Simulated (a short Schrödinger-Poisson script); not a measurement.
Structure: symmetric double-gate stack, SiO2 on p-type Si(100), at 300 K.

```tsv
layer	material	thickness (nm)	Na (cm⁻³)
1	SiO2	2.1	-
2	Si	14	9e17
3	SiO2	2.1	-
```

The device is made up for the run: typed textbook-type constants, with dimensions and the other settings drawn at random. SiO2: permittivity 3.9, conduction-band edge (eV) 3.15, gap (eV) 9, electron mass (mₑ) 0.5. Si: permittivity 11.7, conduction-band edge (eV) 0, gap (eV) 1.124, Nv at 300 K (cm⁻³) 3.1e19.

Channel valleys (confinement mass, in-plane density-of-states mass, number): Δ2 0.916, 0.19, 2; Δ4 0.19, 0.417, 4. At the gates, both at one voltage, the conduction-band edge of layer 1 lies 3.24 eV − eVg above the Fermi level of the channel. Gaps are held at their typed values at every temperature. Mesh 0.03 nm at interfaces.

Solved with a short Schrödinger-Poisson script written for these runs: 1D Poisson equation in equilibrium, electrons classical, Fermi-Dirac, parabolic valleys, classical holes, full ionisation, no traps, pinning or gate leakage.

The same stack at other levels of the model or other numerical settings:

| run | sheet density of all electrons at Vg = 1.5 V (cm⁻²) | sheet density of all electrons at Vg = 0.3 V (cm⁻²) | capacitance of both gates at Vg = 1.5 V (μF/cm²) | gate voltage at 1e11 electrons/cm² (V) | rough cost against the base |
|---|---|---|---|---|---|
| base | 2.51e13 | 3.36e12 | 3.00 | 0.03 | about 1 |
| electrons treated as classical, Boltzmann | 2.60e13 | 3.39e12 | 3.16 | 0.03 | 0.3 |
| electrons treated as quantum, Hartree | 2.26e13 | 2.76e12 | 2.81 | 0.05 | 10 |
| mesh six times as coarse | 2.48e13 | 3.32e12 | 2.97 | 0.03 | 0.5 |

The classical rows ignore confinement, and Boltzmann statistics overrate the density once the band edge passes the Fermi level.
